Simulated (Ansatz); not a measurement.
System: zinc-blende BeS. Method: PBE (PAW; Ansatz, a quantum-chemistry and plane-wave program).

Run with plane-wave cutoff 520 eV, 12×12×12 k mesh, Fermi–Dirac smearing 0.01 eV, scalar-relativistic PAW data made under PBE.

The cell is scaled about its equilibrium volume:

| V (Å³/atom) | P (GPa) | direct gap at Γ (eV) | smallest gap on the k mesh (eV) |
|---|---|---|---|
| 13.622 | 6.47 | 5.626 | 3.002 |
| 13.912 | 4.10 | 5.639 | 3.053 |
| 14.201 | 1.96 | 5.650 | 3.100 |
| 14.491 | 0.00 | 5.658 | 3.145 |
| 14.781 | -1.77 | 5.588 | 3.187 |
| 15.071 | -3.38 | 5.428 | 3.226 |
| 15.361 | -4.85 | 5.275 | 3.263 |

The fundamental gap (3.15 eV at the equilibrium volume, with added k points) lies elsewhere than Γ–Γ.
